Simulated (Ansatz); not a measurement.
The starting structures come from a database of crystals and need not be the phases stable at ambient conditions.

Tunnelling through a barrier is set by its complex band structure: the current falls as exp(−2κd) with the smallest κ.

Consider the following.

```yaml
crystal:
  lattice:
    - [4.64979, 0.00000, 0.00000]
    - [0.00000, 4.64979, 0.00000]
    - [2.32489, -2.32489, 5.64096]
  atoms:
    - { symbol: Hg, position: [0.11543, 0.88457, 0.76914] }
    - { symbol: Hg, position: [0.88457, 0.11543, 0.23086] }
    - { symbol: Br, position: [0.34545, 0.65455, 0.30911] }
    - { symbol: Br, position: [0.65455, 0.34545, 0.69089] }
```

Space group of this cell: I4/mmm. The cell was relaxed by PBE-D3(BJ).

Transport runs along the normal of the first two printed cell vectors, the (001) plane of the conventional cell.

The gap is the functional's own, uncorrected, and κ follows it; spin-orbit coupling is left out. Mid-gap values are interpolated between the computed energies.

Question: Give the band gap and the smallest decay constant κ at mid-gap that r2SCAN in Ansatz (a first-principles code) yields.

Answer: Gap 2.23 eV on a 8×8×8 mesh; κ = 0.155 1/Å, at the zone centre.
